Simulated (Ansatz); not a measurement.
CO on the 1x1 (101) surface of anatase TiO2 (cut with top plane O), one in a 2x1 cell, started at the site 'top O #2'

Host crystal: anatase TiO2, with a band gap (PBE, scalar-relativistic without spin-orbit coupling).

All values below come from PBE (plane waves to 420 eV, PAW; Ansatz, a program for electronic structure).

Model: 38-atom slab, 9.4 Å thick at the start under the adsorbate (thin: gaps and levels are the slab's own), 3x4x1 mesh, Fermi-Dirac 0.01 eV, dipole correction, 14 atoms held, the rest relaxed; no symmetry held; no spin, no spin-orbit, no U, no dispersion correction. At the end it is bonded to Ti. In PBE it is, or lies within 0.03 eV of, the lowest of the starts that converged.

```yaml
adsorption energy against CO(g): -0.24 eV
gap_of_the_slab_on_its_k_mesh: 2.52 eV
highest_filled_level_below_the_top_vacuum_level: 6.81 eV
change_of_the_step_from_the_bottom_to_the_top_vacuum_level_against_the_clean_slab: -0.67 eV
energy_released_by_relaxation: 2.25 eV
height of the binding atom over the mean of the host atoms within 0.3 Å of the top one: 1.527 Å
nearest_host_atoms_of_the_binding_atom: Ti at 2.53 Å, O at 2.95 Å, O at 2.96 Å
largest_move_of_a_host_atom: 0.08 Å
note: in the relaxation the adsorbate left its starting site by 1.9 Å
cost: very roughly 40 core-minutes
```

A negative adsorption energy means that the adsorbate is more stable on the surface than in its reference.
